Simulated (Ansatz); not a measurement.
Zr, response to strain

The reference is Zr in the hcp (Mg type) structure (space group P6_3/mmc, No. 194; a = 3.144 Å, c = 5.093 Å; relaxed with 0.1 eV smearing). Axes: x lies along a and z along c of the hexagonal cell.

Strains are applied to the cell and any free atomic positions relax; under biaxial strain the out-of-plane vector relaxes too.

All numbers come from DFT with LDA, PAW potentials and a 420 eV plane-wave cutoff in Ansatz (a first-principles code), no spin-orbit coupling.

Candidates:
(a) biaxial strain +3.00 %, plane normal [001], relaxed out of plane
(b) biaxial strain −2.00 %, plane normal [001], relaxed out of plane
(c) biaxial strain +1.50 %, plane normal [001], relaxed out of plane

Q: Order them by out-of-plane strain, lowest first.

A: (a) biaxial strain +3.00 %, plane normal [001], relaxed out of plane (-2.55 %), (c) biaxial strain +1.50 %, plane normal [001], relaxed out of plane (-1.31 %), (b) biaxial strain −2.00 %, plane normal [001], relaxed out of plane (+2.04 %)

Stability against distortions was not tested. The final runs are not spin-polarised.
